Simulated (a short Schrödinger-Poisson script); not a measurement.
Structure: MOS inversion layer, Si3N4 on p-type Si(100), at 300 K.

From the gate side: 4.7 nm Si3N4; 750 nm Si, acceptors 3.3e17 cm⁻³.

Constants are typed, rounded textbook-type inputs, not results; the design itself was drawn at random and stands for no fabricated device. Si3N4: permittivity 7.5, conduction-band edge (eV) 1.95, gap (eV) 5.1, electron mass (mₑ) 0.5. Si: permittivity 11.7, conduction-band edge (eV) 0, gap (eV) 1.124, Nv at 300 K (cm⁻³) 3.1e19.

Channel valleys (confinement mass, in-plane density-of-states mass, number): Δ2 0.916, 0.19, 2; Δ4 0.19, 0.417, 4. At the gate the conduction-band edge of layer 1 lies 2.43 eV − eVg above the Fermi level of the channel; the field vanishes at the back. Gaps are held at their typed values at every temperature. Mesh 0.03 nm at interfaces.

From a short Schrödinger-Poisson script (our own, NumPy): 1D Poisson equation in equilibrium, electrons quantum, Hartree (BenDaniel-Duke, 12 states a valley, the channel's in-plane mass for all, wave functions free to enter the dielectric), parabolic valleys, classical holes, full ionisation, no traps, pinning or gate leakage.

```
Vg (V)  electrons (cm⁻²)  C (μF/cm²)  Δ2 E0 (meV from the Fermi level)  Δ4 E0 (meV from the Fermi level)
------  ----------------  ----------  --------------------------------  --------------------------------
0.6               9.73e9       0.200                             175.0                             215.9
0.7              1.46e11       0.561                             103.9                             146.3
0.8              5.84e11       0.903                              66.5                             111.1
0.9              1.18e12        1.03                              46.5                              93.4
1                1.84e12        1.10                              33.2                              82.3
1.1              2.53e12        1.13                              23.0                              74.4
1.2              3.24e12        1.16                              14.8                              68.2
1.3              3.97e12        1.18                               7.7                              63.1
1.4              4.71e12        1.19                               1.4                              58.7
1.5              5.45e12        1.20                              -4.2                              54.9
1.6              6.21e12        1.21                              -9.4                              51.5
1.7              6.96e12        1.22                             -14.2                              48.4
1.8              7.73e12        1.23                             -18.7                              45.5
1.9              8.49e12        1.23                             -23.0                              42.8
2                9.26e12        1.24                             -27.0                              40.3
2.1              1.00e13        1.24                             -30.9                              38.0
2.2              1.08e13        1.25                             -34.6                              35.7
```

Gate voltages with under 1e9 electrons/cm² are left out.

At Vg = 2.2 V the lowest Δ2 subband lies at -34.6 meV from the Fermi level. How many electrons does it hold, and what share of all?

The two-dimensional density of states is g m/(πħ²) = 1.59e11 cm⁻² meV⁻¹ (both spins), kT = 25.9 meV, so n = D kT ln(1 + exp(−E/kT)) = 6.45e12 cm⁻², 0.60 of the 1.08e13 cm⁻² in all.

Compare the slope of the sheet density between 2 and 2.2 V with the geometric capacitance of the layers between gate and channel.

q Δn/ΔV = 1.23 μF/cm²; ε0/Σ(t/ε) = 1.41 μF/cm². The ratio is 0.87: the channel acts as a further capacitance in series.
